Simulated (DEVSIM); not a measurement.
System: Ru/Si3N4/p-GaAs capacitor, at 300 K.

```
layer (left to right)  material  thickness (nm)  Na (cm⁻³)
---------------------  --------  --------------  ---------
1                         Si3N4            6.50          -
2                          GaAs            5700     1.3e16
```

Metal gate on the left, work function 4.7 eV. Fixed charge at the semiconductor interface 1.6e10 cm⁻² (in units of +e); no interface traps.

The device is made up for the run: typed textbook-type constants, with dimensions and the other settings drawn at random. Values at 300 K; Nc and Nv go as T^1.5, mobilities as T to minus their exponent, the gap by Varshni's rule with the affinity fixed.

```csv
parameter,Si3N4,GaAs
gap (eV),5.1,1.424
affinity (eV),2.1,4.07
permittivity,7.5,12.9
Nc (cm⁻³),-,4.7e17
Nv (cm⁻³),-,9e18
Varshni α (eV/K),-,0.000541
Varshni β (K),-,204
```

Simulated with DEVSIM: 1D Poisson equation in equilibrium, Boltzmann statistics, complete ionisation; no quantum confinement or tunnelling. Metal contacts follow the ideal Schottky-Mott rule: no Fermi-level pinning, no interface dipoles.

Base results: minimum of the low-frequency capacitance (μF/cm²) 0.0334; flat-band voltage (V) -0.63; threshold voltage (band bending 2φF) (V) 0.61.

Question: What follows from this one change: substrate doping 1.3e+16 → 2.6e+16 cm^-3?

Answer: minimum of the low-frequency capacitance 0.0334 → 0.0462 μF/cm²; flat-band voltage -0.63 → -0.65 V; threshold voltage (band bending 2φF) 0.61 → 0.66 V.

Question: What follows from this one change: fixed charge 1.6e+10 → 1.456e+12 cm^-2?

Answer: minimum of the low-frequency capacitance little changed (0.0340 μF/cm²); flat-band voltage -0.63 → -0.85 V; threshold voltage (band bending 2φF) 0.61 → 0.38 V.

Question: What follows from this one change: gate work function 4.7 → 4.4 eV?

Answer: minimum of the low-frequency capacitance little changed (0.0334 μF/cm²); flat-band voltage -0.63 → -0.93 V; threshold voltage (band bending 2φF) 0.61 → 0.31 V.

Question: What follows from this one change: interface trap density 0 → 1e+10 cm^-2 eV^-1?

Answer: minimum of the low-frequency capacitance 0.0334 → 0.0349 μF/cm²; flat-band voltage little changed (-0.63 V); threshold voltage (band bending 2φF) little changed (0.61 V).

Question: What follows from this one change: temperature 300 → 450 K?

Answer: minimum of the low-frequency capacitance 0.0334 → 0.0398 μF/cm²; flat-band voltage -0.63 → -0.45 V; threshold voltage (band bending 2φF) 0.61 → 0.53 V.
